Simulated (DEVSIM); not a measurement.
Structure: Si p+/n-/n+ power diode, at 300 K.

```tsv
layer (left to right)	material	thickness (μm)	Nd (cm⁻³)	Na (cm⁻³)	τn (s)	τp (s)
1	Si	3.40	-	1.2e18	2.8e-6	9.5e-7
2	Si	71.0	7.9e14	-	9.5e-7	9.5e-7
3	Si	2.40	1.1e18	-	9.5e-7	9.5e-7
```

Left contact: ohmic. Right contact: ohmic. Voltage is applied to the left contact. Recombination: SRH at mid-gap, radiative. Mobility is constant in doping.

The device is made up for the run: typed textbook-type constants, with dimensions and the other settings drawn at random. Values at 300 K.

```
parameter           Si
-------------  -------
gap (eV)         1.124
affinity (eV)     4.05
permittivity      11.7
Nc (cm⁻³)      2.86e19
Nv (cm⁻³)       3.1e19
μn (cm²/Vs)       1417
μp (cm²/Vs)        470
B (cm³/s)      4.7e-15
```

Simulated with DEVSIM: 1D drift-diffusion, Boltzmann statistics, complete ionisation; no tunnelling, impact ionisation, image-force lowering or self-heating.

Question: Tabulate band edges, carrier densities and field at zero bias.

Answer: Energies count from the Fermi level of the right contact; mesh points crowd at the junctions.

```json
[
 {"x (μm)": "0.000", "Ec (eV)": "1.040", "Ev (eV)": "-0.084", "n (cm⁻³)": "< 1e2", "p (cm⁻³)": "1.2e18", "field (V/cm)": "≈ 0"},
 {"x (μm)": "0.06753", "Ec (eV)": "1.040", "Ev (eV)": "-0.084", "n (cm⁻³)": "< 1e2", "p (cm⁻³)": "1.2e18", "field (V/cm)": "≈ 0"},
 {"x (μm)": "0.3365", "Ec (eV)": "1.040", "Ev (eV)": "-0.084", "n (cm⁻³)": "< 1e2", "p (cm⁻³)": "1.2e18", "field (V/cm)": "≈ 0"},
 {"x (μm)": "1.337", "Ec (eV)": "1.040", "Ev (eV)": "-0.084", "n (cm⁻³)": "< 1e2", "p (cm⁻³)": "1.2e18", "field (V/cm)": "≈ 0"},
 {"x (μm)": "3.051", "Ec (eV)": "1.040", "Ev (eV)": "-0.084", "n (cm⁻³)": "< 1e2", "p (cm⁻³)": "1.2e18", "field (V/cm)": "≈ 0"},
 {"x (μm)": "3.329", "Ec (eV)": "1.040", "Ev (eV)": "-0.084", "n (cm⁻³)": "< 1e2", "p (cm⁻³)": "1.2e18", "field (V/cm)": "≈ 0"},
 {"x (μm)": "3.399", "Ec (eV)": "1.016", "Ev (eV)": "-0.108", "n (cm⁻³)": "240", "p (cm⁻³)": "4.8e17", "field (V/cm)": "-55000"},
 {"x (μm)": "3.515", "Ec (eV)": "0.820", "Ev (eV)": "-0.304", "n (cm⁻³)": "490000", "p (cm⁻³)": "2.4e14", "field (V/cm)": "-11000"},
 {"x (μm)": "3.932", "Ec (eV)": "0.455", "Ev (eV)": "-0.669", "n (cm⁻³)": "6.6e11", "p (cm⁻³)": "1.8e8", "field (V/cm)": "-6200"},
 {"x (μm)": "5.511", "Ec (eV)": "0.271", "Ev (eV)": "-0.853", "n (cm⁻³)": "7.9e14", "p (cm⁻³)": "150000", "field (V/cm)": "≈ 0"},
 {"x (μm)": "11.58", "Ec (eV)": "0.271", "Ev (eV)": "-0.853", "n (cm⁻³)": "7.9e14", "p (cm⁻³)": "150000", "field (V/cm)": "≈ 0"},
 {"x (μm)": "49.82", "Ec (eV)": "0.271", "Ev (eV)": "-0.853", "n (cm⁻³)": "7.9e14", "p (cm⁻³)": "150000", "field (V/cm)": "≈ 0"},
 {"x (μm)": "68.02", "Ec (eV)": "0.271", "Ev (eV)": "-0.853", "n (cm⁻³)": "7.9e14", "p (cm⁻³)": "150000", "field (V/cm)": "≈ 0"},
 {"x (μm)": "72.76", "Ec (eV)": "0.271", "Ev (eV)": "-0.853", "n (cm⁻³)": "7.9e14", "p (cm⁻³)": "150000", "field (V/cm)": "≈ 0"},
 {"x (μm)": "74.16", "Ec (eV)": "0.259", "Ev (eV)": "-0.865", "n (cm⁻³)": "1.3e15", "p (cm⁻³)": "90000", "field (V/cm)": "-960"},
 {"x (μm)": "74.36", "Ec (eV)": "0.199", "Ev (eV)": "-0.925", "n (cm⁻³)": "1.3e16", "p (cm⁻³)": "9100", "field (V/cm)": "-8900"},
 {"x (μm)": "74.41", "Ec (eV)": "0.088", "Ev (eV)": "-1.036", "n (cm⁻³)": "9.6e17", "p (cm⁻³)": "120", "field (V/cm)": "-8800"},
 {"x (μm)": "74.50", "Ec (eV)": "0.084", "Ev (eV)": "-1.040", "n (cm⁻³)": "1.1e18", "p (cm⁻³)": "110", "field (V/cm)": "≈ 0"},
 {"x (μm)": "75.11", "Ec (eV)": "0.084", "Ev (eV)": "-1.040", "n (cm⁻³)": "1.1e18", "p (cm⁻³)": "110", "field (V/cm)": "≈ 0"},
 {"x (μm)": "76.27", "Ec (eV)": "0.084", "Ev (eV)": "-1.040", "n (cm⁻³)": "1.1e18", "p (cm⁻³)": "110", "field (V/cm)": "≈ 0"},
 {"x (μm)": "76.68", "Ec (eV)": "0.084", "Ev (eV)": "-1.040", "n (cm⁻³)": "1.1e18", "p (cm⁻³)": "110", "field (V/cm)": "≈ 0"},
 {"x (μm)": "76.80", "Ec (eV)": "0.084", "Ev (eV)": "-1.040", "n (cm⁻³)": "1.1e18", "p (cm⁻³)": "110", "field (V/cm)": "≈ 0"}
]
```
